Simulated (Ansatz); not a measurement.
**AgCl: energy against strain**

AgCl (rock salt, Fm-3m, 20.207 Å³/atom at rest, cube axes along x, y and z) under a strain ε along a cube axis (axis z), the other axes held. PBEsol in Ansatz, a plane-wave DFT program (PAW, default set), 420 eV, 10×10×10 Γ-centred mesh, Fermi-Dirac smearing 0.05 eV; ions are relaxed within the symmetry of each cell.

Here s stands for strain and y for E less E0.

| strain (%) | E less E0 (meV/atom) |
|---|---|
| -3.00 | ? |
| -1.50 | 1.18 |
| -1.00 | 0.51 |
| -0.50 | 0.13 |
| 0.00 | 0.00 |
| 0.50 | 0.12 |
| 1.00 | 0.46 |
| 1.50 | 1.02 |

**Question.** Fit y against s with a parabola, and predict the withheld value at s = -3.00.

**Answer.** Least squares gives y = 0.000 - 0.0421·s + 0.4881·s². Residuals (row less fit): 0.019, -0.020, -0.013, 0.000, 0.019, 0.014, -0.015; standard error 0.021 (degrees of freedom: 4). Twice the quadratic coefficient over the volume, 2 × 0.4881 meV × 10⁴ × 0.1602 / 20.207 Å³, is the elastic constant C11 = 77 ± 1.4 GPa. At the withheld row, y = 0.000 - 0.0421 × (-3.0) + 0.4881 × (-3.0)² = 4.519 meV/atom. The calculation gives 5.05 meV/atom, 0.531 meV/atom above the prediction (10.5 % of the range of y in the table). The row lies outside the fitted rows, so this is an extrapolation. From the scatter of the fitted rows alone, a prediction at this place has a standard error of 0.079 meV/atom, so the miss is 6.7 times that.

One order more, fitted to all 13 runs of the series, follows each within 0.01, so the miss is the next term of a smooth law. Rows are the converged runs of the series near zero and its far end; series whose fitted rows scatter by over a few per cent of the range, as at a crossing or softening among them, aren't shown in this form. Most that stay on the fit to the last digits aren't either.
